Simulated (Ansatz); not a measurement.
Output of an Ansatz run (abridged):

```
WARN basis.ecutwfc = 420 eV, the default
WARN ansatz: RAYON_NUM_THREADS=1 ignored (pool sized by the plan → 1); use --threads N
Pseudopotentials: kind: paw
Pseudopotential: Zr, paw, valence charge 12
Pseudopotential: Hg, paw, valence charge 20
Crystal: 8 atoms, lattice volume = 174.791 Å³
Basis set: ecut = 420 eV, 3407 PW (Γ), exchange–correlation on 80×80×80 points (8 copies of the dense FFT grid, shifted against one another)
Bands: 68, of which v1, the nominal top of the filled ones, is band 56 counted from 1 (55 counted from 0)
Symmetry: 48 space group operations
Space group: Pm-3n (ITA 223), of the structure as read, at distance tolerance 5.6e-5 Å
k-points: 10 of 125
PAW frozen core: Zr, regenerated for the run's functional, and the local potential with it
PAW frozen core: Hg, regenerated for the run's functional, and the local potential with it
Initial density: superposition of atomic densities (neutral atoms: chi_scale 0, normalization atom), corrected by the library's trained network
Initial wavefunctions: pseudopotential atomic-orbital guess
Eigensolver: davidson
Functional: x = pbesol(κ = 0.804, μ = 0.12345679012345678), c = pbesol(β = 0.046)
SCF iter   1: F=—  HF=-52109.892541 eV  |F-HF|=—  |Δ(HF+E_count)|=         —  Δρ=4.62e-3  dr2=2.84e-2  ethr=1.77e-3  ⟨swp⟩=4.1  Hψ=2101  notcnv=0
all-band conjugate gradients solve this SCF's bands
preconditioner: auto → Kerker (q_TF=auto, 2.533 Å⁻¹)
SCF iter   2: F=—  HF=-52109.889610 eV  |F-HF|=—  |Δ(HF+E_count)|=   2.93e-3  S|Δr|=    0.00e0  Δρ=2.81e-3  dr2=1.15e-2  ethr=2.54e-5  ⟨swp⟩=1.3  Hψ=797  notcnv=0
SCF iter   3: F=—  HF=-52109.887344 eV  |F-HF|=—  |Δ(HF+E_count)|=   2.27e-3  S|Δr|=    0.00e0  Δρ=3.60e-4  dr2=2.06e-4  ethr=1.03e-5  ⟨swp⟩=2.0  Hψ=792  notcnv=0
SCF iter   4: F=—  HF=-52109.887325 eV  |F-HF|=—  |Δ(HF+E_count)|=   1.82e-5  S|Δr|=    0.00e0  Δρ=1.48e-4  dr2=3.35e-5  ethr=1.84e-7  ⟨swp⟩=2.0  Hψ=1195  notcnv=0
SCF iter   5: F=—  HF=-52109.887270 eV  |F-HF|=—  |Δ(HF+E_count)|=   5.49e-5  S|Δr|=    0.00e0  Δρ=2.60e-5  dr2=9.97e-7  ethr=2.99e-8  ⟨swp⟩=3.0  Hψ=1126  notcnv=0
SCF iter   6: F=-52109.887270 eV  HF=-52109.887270 eV  |F-HF|=4.08e-8  |Δ(HF+E_count)|=   1.22e-7  S|Δr|=    0.00e0  Δρ=6.90e-6  dr2=8.33e-8  ethr=8.93e-11  ⟨swp⟩=8.9  Hψ=2694  notcnv=0
SCF 1 converged in 6 iterations: F = -52109.887270 eV  dr2 = 8.33e-8
SCF converged after 6 iterations
Stability not checked (fill_not_monotonic)
Free energy (F): -52109.887270 eV
Harris-Foulkes:  -52109.887270 eV  (|F-HF|=4.08e-8)
Internal energy: -52109.939875 eV  (E = F + TS)
E sigma→0 (E₀):  -52109.904805 eV
Entropy (-TS):   0.052605 eV (6.576 meV/atom)
Fermi energy:    15.060890 eV
--- Per-component energies (eV) ---
  E_band       = -1267.753902
  E_kinetic    = 3204.915754
  E_local      = -9036.882729  (includes V_loc(G=0)·N_el)
  E_nonlocal   = 637.330913
  E_hartree    = 3482.425598
  E_xc         = -1403.817364
  E_vxc        = -1669.873965  (∫ρ·V_xc dr)
  E_paw        = -36996.541284  (= ΣΔE_a)
  E_vpaw       = -1368.083506  (= ΣTr[D̂ρ^β])
  E_aug_tail   = 0.001910  (compensation charges beyond the density's cutoff)
  E_ewald      = -11999.024299
  E_core_change = 1.651625  (= ΣΔE_core)
  E_smearing   = 0.052605  (= −TS)
  E_closure    = 0.000000  (closes the sum)
  Σ components = -52109.887270   (vs F -52109.887270, Δ=0.00e0)
--- Forces (eV/Å), atoms counted from 1 ---
  atom   1  Zr     0.00000000     0.00000000     0.00000000
   [... zero for the other atoms too ...]
  max |Σ_I F_I| component: 1.16e-17 eV/Å
--- Stress (GPa, compression-positive) ---
       -4.113162       0.000000       0.000000
       -0.000000      -4.113162       0.000000
        0.000000       0.000000      -4.113162
  P = ⅓ Tr σ = -4.1132 GPa (-41.132 kbar)
  The stress holds the Pulay correction. Without it, at fixed plane waves, as pw.x and ABINIT print it: P = -4.1373 GPa
--- Band table (eV; the first three rows and the last of 10) ---
  k-point 0: bands = ["-100.2899", "-100.2899", "-48.6208", "-48.6208", "-48.6208", "-48.6207", "-48.6207", "-48.6207", "-33.4104", "-33.3517", "-33.3517", "-33.1694", "-33.1694", "-33.1681", "-12.1506", "-12.1506", "-12.0201", "-11.6415", [...]
  k-point 1: bands = ["-100.2899", "-100.2899", "-48.6208", "-48.6208", "-48.6208", "-48.6208", "-48.6207", "-48.6207", "-33.3937", "-33.3601", "-33.3231", "-33.2075", "-33.1693", "-33.1687", "-12.1404", "-12.1021", "-11.8295", "-11.6330", [...]
  k-point 2: bands = ["-100.2899", "-100.2899", "-48.6208", "-48.6208", "-48.6208", "-48.6208", "-48.6207", "-48.6207", "-33.3749", "-33.3749", "-33.2677", "-33.2677", "-33.1690", "-33.1690", "-12.1217", "-12.1217", "-11.6333", "-11.6333", [...]
  k-point 9: bands = ["-100.2899", "-100.2899", "-48.6208", "-48.6208", "-48.6208", "-48.6208", "-48.6208", "-48.6208", "-33.2714", "-33.2714", "-33.2714", "-33.2714", "-33.2714", "-33.2714", "-11.5923", "-11.5923", "-11.4831", "-11.4831", [...]
```

The structure:

```xyz
8
Lattice="5.5912 0.0000 0.0000 0.0000 5.5912 0.0000 0.0000 0.0000 5.5912" Properties=species:S:1:pos:R:3 pbc="T T T"
Zr     2.7956     1.3978     0.0000
Zr     2.7956     4.1934     0.0000
Zr     1.3978     0.0000     2.7956
Zr     4.1934     0.0000     2.7956
Zr     0.0000     2.7956     1.3978
Zr     0.0000     2.7956     4.1934
Hg     2.7956     2.7956     2.7956
Hg     0.0000     0.0000     0.0000
```

**Question.** What input produced this log?

**Answer.** Other spellings and defaults could give the same log, and not every line can be read from it. The input that was run (DFT, PBEsol, plane waves, default PAW files made with PBE):

Ansatz 0.2 input:
```yaml
crystal:
  lattice:
    - [5.59122000, 0.00000000, 0.00000000]
    - [0.00000000, 5.59122000, 0.00000000]
    - [0.00000000, 0.00000000, 5.59122000]
  atoms:
    - { symbol: Zr, position_ang: [2.79561000, 1.39780500, 0.00000000] }
    - { symbol: Zr, position_ang: [2.79561000, 4.19341500, 0.00000000] }
    - { symbol: Zr, position_ang: [1.39780500, 0.00000000, 2.79561000] }
    - { symbol: Zr, position_ang: [4.19341500, 0.00000000, 2.79561000] }
    - { symbol: Zr, position_ang: [0.00000000, 2.79561000, 1.39780500] }
    - { symbol: Zr, position_ang: [0.00000000, 2.79561000, 4.19341500] }
    - { symbol: Hg, position_ang: [2.79561000, 2.79561000, 2.79561000] }
    - { symbol: Hg, position_ang: [0.00000000, 0.00000000, 0.00000000] }
kpoints:
  mp_grid: { grid: [5, 5, 5], shift: [0.5, 0.5, 0.5] }
hamiltonian:
  xc: pbesol
  pseudopotentials: { kind: paw }
scf:
  occupations: { method: cold, width: 0.2 }
output:
  forces: true
  eigenvalues: true
  stress: true
```

The starting cell comes from a database of computed structures (which also holds hypothetical and non-ambient phases and stackings), without a prior relaxation at this level. Spin-orbit coupling is off. With a pressure of about -4 GPa the cell is away from its equilibrium volume at this level. Ansatz's pressure includes its estimate of the finite-basis (Pulay) stress.

Ansatz is a program for electronic structure.
